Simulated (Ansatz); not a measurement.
The starting structures come from a database of crystals and need not be the phases stable at ambient conditions.

By LDA and PBEsol, the system below comes out a metal.

Consider the following.

```xyz
1
Lattice="3.9876 0.0000 0.0000 1.8995 3.5061 0.0000 1.9938 1.1874 0.8195" Properties=species:S:1:pos:R:3 pbc="T T T"
Cu     0.0000     0.0000     0.0000
```

Space group of this cell: I4/mmm. The cell is taken as given; by PBEsol its mean pressure is -1.4 GPa.

The current runs along the normal of the first two printed vectors, the (111) plane. All runs by Ansatz (a quantum-chemistry and plane-wave program), plane waves and PAW, without spin-orbit coupling; the base is PBEsol.

```csv
run,mean pressure (GPa),"G/A, both spins (10¹⁵ S/m²)"
base,-1.4,1.20
all lengths scaled by 0.98,9.8,1.25
all lengths scaled by 1.02,-9.5,1.16
lda in place of pbesol,-7.8,1.20
"lengths across the current scaled by 0.98, ions clamped",5.8,?
"lengths along the current scaled by 1.03, ions clamped",-5.6,?
```

Q: Fill in the missing entries.

A: 
- lengths across the current scaled by 0.98, ions clamped, G/A, both spins (10¹⁵ S/m²): 1.23
- lengths along the current scaled by 1.03, ions clamped, G/A, both spins (10¹⁵ S/m²): 1.17
